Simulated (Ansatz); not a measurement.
Functionals compared on the (110) surface of fcc Au in its 1x1 cell (the real clean face reconstructs), outermost plane spacing 1.47 Å in the ideal cut, in Ansatz (plane waves, PAW). The structure was relaxed with PBE; the other rows are single points on it, each with its references at the same level. Cutoff 420 eV (500 eV for r2SCAN).

Model: 8-atom slab, 10.3 Å thick at the start (thin: gaps and levels are the slab's own), 13x9x1 mesh, Fermi-Dirac 0.1 eV, dipole correction, all atoms relaxed; start symmetry kept, larger cells not searched; no spin, no spin-orbit, no U. These notes are the PBE run's.

| functional | surface energy (J/m²) | work function of the top face (eV) | rough cost of the single point |
|---|---|---|---|
| PBE | 0.91 | 5.01 | – |
| LDA | ? | ? | roughly 110 core-seconds |
| PBEsol | 1.25 | 5.12 | about 100 core-seconds (a rough figure) |
| RPBE | 0.68 | 4.83 | around 90 core-seconds (rough) |
| r2SCAN | 1.10 | 5.01 | roughly 3.0 core-minutes |

Question: Complete the blanks.

Answer: 
- LDA, surface energy (J/m²): 1.42
- LDA, work function of the top face (eV): 5.41

Ansatz is a quantum-chemistry and plane-wave program.
